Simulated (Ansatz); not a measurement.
Results of r²SCAN (plane waves, PAW; Ansatz, a program for electronic structure) for HgTe (P3₂21, No. 154, 6 atoms in the cell; start mp-1071269; a measured phase of this formula has another space group).

Run with plane-wave cutoff 500 eV, 12×12×4 k mesh (along the axes of the cell as run), Fermi–Dirac smearing 0.05 eV, scalar-relativistic PAW data made under PBE.

Cell (relaxed at this level):

```
HgTe
1.0
    4.66793     0.00000     0.00000
   -2.33396     4.04254     0.00000
    0.00000     0.00000    10.39082
Hg Te
3 3
Direct
  0.68852   0.68852   0.00000
  0.31148   0.00000   0.66667
  0.00000   0.31148   0.33333
  0.51203   0.51203   0.50000
  0.48797   0.00000   0.16667
  0.00000   0.48797   0.83333
```

### Question
Estimate the band gap that the calculation returns.

### Answer

- band gap: 0.93 eV (on the SCF k mesh)

Note: the relaxation could not lower the start's symmetry, so the cell can be a saddle point above a distorted one.

Spin–orbit coupling is not included; with these elements it can move the gap by several tenths of an eV or more.

Computing time: about 9 core-minutes (a rough figure).

A start named mp-… is a Materials Project structure, which need not be a measured phase.
